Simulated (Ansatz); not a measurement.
Input:

```
CELL_PARAMETERS angstrom
      3.15296     0.00000     0.00000
     -1.57648     2.79769     0.00000
      0.00000     0.00000    12.41108
ATOMIC_POSITIONS crystal
  W  0.66662 0.33324 0.75000
  W  0.33338 0.66676 0.25000
  Se 0.66490 0.32979 0.38656
  Se 0.33510 0.67021 0.88656
  Se 0.33510 0.67021 0.61344
  Se 0.66490 0.32979 0.11344
```

No spin polarisation.

Level of theory: PBEsol-D3(BJ), PAW, 420 eV (Ansatz, a quantum-chemistry and plane-wave program; no spin-orbit coupling). k-mesh 12×12×3 (Γ-centred); smearing 0.05 eV (Fermi–Dirac).

Q: Predict the valence-band top at Γ and stress.

A: 
- Valence-band top at Γ (three highest levels, from the VBM) = 0.00, -0.79, -1.18 eV
- Stress (xx, yy, zz, yz, xz, xy; compression positive) = (6.05, 0.96, 0.55, 0.00, 0.00, 0.00) GPa

With W present, leaving out spin-orbit coupling can change the band edges. The levels and masses belong to the bands next to the band gap. The cells carry an imposed strain or load. No phonon test of stability was made. The cell was made from WSe₂ (space group P6_3/mmc, No. 194; layered, stacked along the Cartesian z axis) by this change: uniaxial strain ε_xx = −2.40 %.
